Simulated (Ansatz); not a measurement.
## Short convergence ladders for BaAl2 (R3m, 6 atoms in the cell)

```yaml
crystal:
  lattice:
    - [0.00000, 4.24374, 4.24374]
    - [4.24374, 0.00000, 4.24374]
    - [4.24374, 4.24374, 0.00000]
  atoms:
    - { symbol: Ba, position: [0.50340, 0.50340, 0.50340] }
    - { symbol: Ba, position: [0.75000, 0.75000, 0.75000] }
    - { symbol: Al, position: [0.12500, 0.12500, 0.12500] }
    - { symbol: Al, position: [0.62500, 0.12500, 0.12500] }
    - { symbol: Al, position: [0.12500, 0.12500, 0.62500] }
    - { symbol: Al, position: [0.12500, 0.62500, 0.12500] }
```

Base method: PBEsol, default PAW files made with PBE (plane waves; Ansatz, a quantum-chemistry and plane-wave program).

Base settings: basis.ecutwfc = 420 eV; kpoints.mp_grid.grid = 7 7 7; hamiltonian.xc = pbesol; hamiltonian.pseudopotentials = {kind: paw} (the program's default PAW files); scf.occupations.method = gaussian; scf.occupations.width = 0.1 eV.

The count of work is k-points × plane waves × bands × iterations; it is no time. Core times come from one kind of shared machine, to one figure; runs under 30 s give none.

**The k-point mesh at a smearing width of 0.02 eV**

In this ladder: scf.occupations.width = 0.02 eV.

Only quantities that move along the ladder and can be compared are tabulated.

```csv
kpoints.mp_grid.grid,free energy less the last step's (meV/atom),pressure (GPa),largest difference of a force vector from the last step's (eV/Å),count of work / last,core time / last (rough)
3 3 3,46.29,-2.35,0.029,0.014,–
4 4 4,-6.65,-1.36,0.013,0.031,–
5 5 5,7.64,-1.27,0.025,0.046,–
6 6 6,4.37,-1.54,0.005,0.077,–
8 8 8,1.87,-1.48,0.013,0.16,–
9 9 9,-1.11,-1.46,0.016,0.20,–
11 11 11,0.82,-1.49,0.007,0.35,0.3
13 13 13,0.03,-1.46,0.008,0.55,0.6
16 16 16,0.00,-1.49,0.000,1.0,1
```

Coarsest kpoints.mp_grid.grid that holds the pressure within 0.1 GPa of the last step, with all finer ones: 6 6 6, at 0.077 of the last step's count of work; the step before is off by 0.22 GPa.

Coarsest kpoints.mp_grid.grid that holds the forces within 0.02 eV/Å of the last step, with all finer ones: 6 6 6, at 0.077 of the last step's count of work; the step before is off by 0.025 eV/Å.

Coarsest kpoints.mp_grid.grid that holds the free energy within 5 meV/atom of the last step, with all finer ones: 6 6 6, at 0.077 of the last step's count of work; the step before is off by 7.6 meV/atom.

**The width of Fermi-Dirac smearing**

In this ladder: kpoints.mp_grid.grid = 12 12 12; scf.occupations.method = fermi_dirac.

Narrow widths need finer meshes than wide ones, so the last steps can hold mesh noise.

Only quantities that move along the ladder and can be compared are tabulated; pressure and forces are left out, as mesh noise rules them at narrow widths.

| scf.occupations.width | free energy less the last step's (meV/atom) | energy extrapolated to zero width less the last step's (meV/atom) |
|---|---|---|
| 1 eV | -917.93 | 5.03 |
| 0.5 eV | -220.79 | 7.66 |
| 0.3 eV | -75.44 | 1.96 |
| 0.2 eV | -31.94 | 0.02 |
| 0.1 eV | -6.48 | -0.12 |
| 0.05 eV | 0.00 | 0.00 |

Widest scf.occupations.width that holds the free energy within 5 meV/atom: not settled: the last two steps still differ by 6.5 meV/atom, over half the tolerance, so the ladder does not show it.

Widest scf.occupations.width that holds the energy extrapolated to zero width within 1 meV/atom of the last step, with all finer ones: 0.2 eV; the step before is off by 2.0 meV/atom.

The extrapolation to zero width removes most of the smearing's effect on the energy.

**The width of cold smearing**

In this ladder: kpoints.mp_grid.grid = 12 12 12; scf.occupations.method = cold.

Narrow widths need finer meshes than wide ones, so the last steps can hold mesh noise.

Only quantities that move along the ladder and can be compared are tabulated; pressure and forces are left out, as mesh noise rules them at narrow widths.

| scf.occupations.width | free energy less the last step's (meV/atom) |
|---|---|
| 1 eV | 17.99 |
| 0.5 eV | 1.04 |
| 0.3 eV | 0.42 |
| 0.2 eV | 0.49 |
| 0.1 eV | 0.11 |
| 0.05 eV | 0.00 |

Widest scf.occupations.width that holds the free energy within 2 meV/atom of the last step, with all finer ones: 0.5 eV; the step before is off by 18 meV/atom.

On the base run: the starting cell comes from a database of computed structures (which also holds hypothetical and non-ambient phases and stackings), without a prior relaxation at this level. Its lattice was rescaled by up to half a per cent. One atom was moved a little off its site on purpose. Ansatz's pressure includes its estimate of the finite-basis (Pulay) stress.

Left out of this page: 4 runs of the series outside the window shown, repeating another row's setting, or not comparable.

Keys are those of Ansatz 0.2.
